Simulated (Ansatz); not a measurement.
Consider MgF$_{2}$ in the rutile structure (space group P4_2/mnm, No. 136; a = 4.639 Å, c = 3.062 Å).

Method: PBEsol (Ansatz, a first-principles code, PAW, no spin-orbit coupling).

One change was made to it. Results:

The c/a ratio goes up by 0.003 (0.660 → 0.663); the volume per atom decreases by 0.49 Å³ (10.98 Å³ → 10.49 Å³).

Problem. Which of these changes matches the shifts?
(A) pressure 5 GPa
(B) pressure −1 GPa
(C) pressure 0.3 GPa
(D) pressure 1.5 GPa

Solution. A, pressure 5 GPa. For comparison, the volume per atom in the other runs: pressure 1.5 GPa gives 10.82 Å³; pressure 0.3 GPa gives 10.95 Å³; pressure −1 GPa gives 11.10 Å³.

Load acts through the strain it causes; cell and atoms are relaxed under it. Whether these cells are dynamically stable was not tested. Competing high-pressure phases were not computed. The base started in Pnnm and relaxed to P4_2/mnm at this level.
